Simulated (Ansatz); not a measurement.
**Stishovite (SiO2)**

Computed with r²SCAN (plane waves, PAW; Ansatz, a quantum-chemistry and plane-wave program).

Run with plane-wave cutoff 600 eV, 6×6×10 k mesh (along the axes of the cell as run), finite displacements, scalar-relativistic PAW data made under PBE.

Cell: relaxed at this level.

| Quantity | Result |
|---|---|
| high-frequency dielectric constant (mean over three axes) | 3.26 |
| dielectric constant ε0 (ions relaxed) (mean over three axes) | 10.6 |

Measured, for comparison: high-frequency dielectric constant 3.27 (temperature not stated, not corrected to a static lattice, mean of the two values across and the one along c; as tabulated in He et al. (2014), arXiv:1309.4805). Computed (rounded) less measured: high-frequency dielectric constant -0.3 %.
